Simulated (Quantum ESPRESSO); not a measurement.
**Quick settings and what they miss: Si2Mo (I4/mmm, 3 atoms in the cell)**

Self-consistent single point.

```yaml
crystal:
  lattice:
    - [-1.63353, 1.63353, 3.98469]
    - [1.63353, -1.63353, 3.98469]
    - [1.63353, 1.63353, -3.98469]
  atoms:
    - { symbol: Si, position: [0.66457, 0.66457, 0.00000] }
    - { symbol: Si, position: [0.33543, 0.33543, 0.00000] }
    - { symbol: Mo, position: [0.00000, 0.00000, 0.00000] }
```

Level of theory: PBE, GBRV 1.5 ultrasoft (PBE) pseudopotentials (plane waves; Quantum ESPRESSO 7.5).

Base settings: ecutwfc = 40 Ry; ecutrho = 320 Ry; occupations = smearing; smearing = gaussian; degauss = 0.0147 Ry; potentials = {Si: si_pbe_v1.uspp.F.UPF, Mo: mo_pbe_v1.uspp.F.UPF}; K_POINTS = automatic 17 17 17 0 0 0; conv_thr = 1e-10 Ry; mixing_beta = 0.3.

Tight run (finer mesh or higher cutoff; not a proven limit): ecutwfc: 40 Ry → 56 Ry; ecutrho: 320 Ry → 448 Ry; conv_thr: 1e-10 Ry → 7.3e-11 Ry; K_POINTS: automatic 17 17 17 0 0 0 → automatic 23 23 23 0 0 0. It gave Fermi level (on the code's own zero) 15.01 eV; pressure -8.19 GPa; largest force (vector length) 0.048 eV/Å.

Quick runs, as changes from the base:
- A: the base itself
- B: ecutwfc: 40 Ry → 24 Ry; ecutrho: 320 Ry → 192 Ry; smearing: gaussian → marzari-vanderbilt; degauss: 0.0147 Ry → 0.0099958 Ry; K_POINTS: automatic 17 17 17 0 0 0 → automatic 6 6 6 1 1 1
- C: ecutwfc: 40 Ry → 24 Ry; ecutrho: 320 Ry → 192 Ry; smearing: gaussian → methfessel-paxton; degauss: 0.0147 Ry → 0.036749 Ry; K_POINTS: automatic 17 17 17 0 0 0 → automatic 3 3 3 1 1 1
- D: smearing: gaussian → methfessel-paxton; degauss: 0.0147 Ry → 0.0099958 Ry; K_POINTS: automatic 17 17 17 0 0 0 → automatic 4 4 4 0 0 0
- E: ecutwfc: 40 Ry → 32 Ry; ecutrho: 320 Ry → 256 Ry; smearing: gaussian → marzari-vanderbilt; K_POINTS: automatic 17 17 17 0 0 0 → automatic 6 6 6 0 0 0
- F: ecutwfc: 40 Ry → 20 Ry; ecutrho: 320 Ry → 160 Ry; conv_thr: 1e-10 Ry → 7.3e-06 Ry; K_POINTS: automatic 17 17 17 0 0 0 → automatic 2 2 2 0 0 0

Energies are extrapolated to zero smearing width, which holds to low order in the width alone (under cold and Methfessel-Paxton smearing the free energy itself is taken).

Dashes: pressure of F, not trusted under this conv_thr with d or f elements.

The count of work is k-points × plane waves × bands × iterations; it is no time. 

The starting cell comes from a database of computed structures (which also holds hypothetical and non-ambient phases and stackings), without a prior relaxation at this level. Its lattice was rescaled by a random factor within 2.5 % of one. Spin polarisation is off. In the base run, with a pressure of about -8 GPa the cell is away from its equilibrium volume at this level.

```tsv
run	energy less tight (meV/atom)	pressure less tight (GPa)	largest miss in a force vector (eV/Å)	count of work / tight
A	5.4	-0.04	0.001	0.26
B	65.9	-1.99	0.024	0.0084
C	92.2	-1.37	0.009	0.0016
D	18.0	0.49	0.187	0.0084
E	7.6	-0.48	0.029	0.014
F	176.1	–	0.171	0.00046
```

Among the runs at the tight run's level, the energy misses run from 5.4 to 176.1 meV/atom.
